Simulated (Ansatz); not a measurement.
Take SiS2 (space group Ibam, No. 72; made of chains) as the base.

```xyz
6
Lattice="-3.0093 4.6978 2.7724 3.0093 -4.6978 2.7724 3.0093 4.6978 -2.7724" Properties=species:S:1:pos:R:3 pbc="T T T"
S      1.8381     3.5651     2.7724
S      1.1711    -1.1327     2.7724
S      1.8381     5.8304     0.0000
S      1.1711     1.1327     0.0000
Si     0.0000     0.0000     4.1586
Si     0.0000     0.0000     1.3862
```

Levels (all Ansatz, a quantum-chemistry and plane-wave program, PAW): PBEsol (420 eV, scalar-relativistic without spin-orbit coupling); r2SCAN (500 eV, spin-orbit coupling left out); HSE06 (420 eV, scalar-relativistic without spin-orbit coupling).

One geometry, relaxed with PBEsol, under each level:

| level | band gap | lowest conduction level above the VBM at special points | pressure |
|---|---|---|---|
| PBEsol | 2.80 eV | X 2.86 eV; Λ₀ 2.90 eV; G₀ 2.90 eV; F₀ 3.27 eV | 0.00 GPa |
| r2SCAN | 3.28 eV | X 3.34 eV; Λ₀ 3.39 eV; G₀ 3.39 eV; F₀ 3.76 eV | -0.33 GPa |
| HSE06 | ? | ? | – |

Question: Give the withheld HSE06 results.

Answer: 
- HSE06, band gap: 4.01 eV
- HSE06, lowest conduction level above the VBM at special points: X 4.08 eV; Λ₀ 4.10 eV; G₀ 4.10 eV; Γ 4.74 eV

Single points use the geometry relaxed with PBEsol. Their cutoffs differ, which shifts pressures a little. HSE06 was sampled on its mesh, a few special points and the semilocal edge points, so its gap is an upper bound. No phonon test of stability was made. No dispersion term is included in the PBEsol runs.
